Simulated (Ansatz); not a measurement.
# Variants of one calculation on Ta₃As (Pnma, 16 atoms in the cell)

```xyz
16
Lattice="6.9672 0.0000 0.0000 0.0000 9.2367 0.0000 0.0000 0.0000 6.1911" Properties=species:S:1:pos:R:3 pbc="T T T"
Ta     0.2508     2.3092     5.2748
Ta     3.7344     2.3092     4.0118
Ta     6.7164     6.9275     0.9163
Ta     3.2328     6.9275     2.1793
Ta     1.2959     0.5819     2.0307
Ta     4.7795     4.0364     1.0649
Ta     5.6713     5.2002     4.1604
Ta     2.1877     8.6547     5.1262
Ta     5.6713     8.6547     4.1604
Ta     2.1877     5.2002     5.1262
Ta     1.2959     4.0364     2.0307
Ta     4.7795     0.5819     1.0649
As     2.7172     2.3092     0.3096
As     6.2008     2.3092     2.7860
As     4.2500     6.9275     5.8815
As     0.7664     6.9275     3.4051
```

Base run A: LDA (PW92), default PAW files made with PBE (Ansatz, an electronic-structure program), self-consistent single point.

Its settings: basis.ecutwfc = 420 eV; kpoints.mp_grid.grid = 3 2 3; hamiltonian.xc = lda; hamiltonian.pseudopotentials = {kind: paw} (the program's default PAW files); scf.occupations.method = cold; scf.occupations.width = 0.2 eV.

The starting cell was generated: these elements placed on a structure prototype, without a prior relaxation; it need not be a known phase or ordering of this composition. Its lattice was rescaled by a random factor within 2.5 % of one. Spin polarisation is off. In the base run, with a pressure of about -35 GPa the cell is away from its equilibrium volume at this level. Ansatz's pressure includes its estimate of the finite-basis (Pulay) stress. Without a gap this mesh is coarse (it stands for a supercell whose shortest vector is 18 Å).

ΔF is the free energy per atom less that of run A. A dash stands where there is no value to compare (another energy zero or no entropy term, no result, no spin, no clean gap, or a mesh too coarse for one). Total energies depend on the potentials, the functional and any Hubbard or dispersion term, so they are compared only between runs that share all of them.

Runs:
- B: hamiltonian.xc: lda → pbe [PBE]
- C: crystal.symmetry.detect: default → false
- D: kpoints.mp_grid.grid: 3 2 3 → 2 1 2; scf.occupations.width: 0.2 eV → 0.03 eV
- E: scf.occupations.width: 0.2 eV → 0.01 eV
- F: scf.convergence.dr2_threshold: default (1e-07 eV) → 0.01 eV
- G: scf.algorithm: default → direct_min

```tsv
run	ΔF (meV/atom)	pressure (GPa)	largest force (eV/Å)	k-points
A	0.00	-35.21	0.532	8
B	–	-30.06	0.676	8
C	0.00	-35.21	0.532	10
D	-6.0	-35.28	0.590	4
E	-0.25	-35.20	0.599	8
F	0.01	-35.21	0.530	8
G	0.00	-35.21	0.532	8
```

Run G against A: The free energy hardly moves (within 1 meV/atom), the pressure stays at -35.21 GPa and the largest force stays at 0.532 eV/Å.

Run B against A: The pressure goes from -35.21 to -30.06 GPa and the largest force goes from 0.532 to 0.676 eV/Å.

Keys are those of Ansatz 0.2.
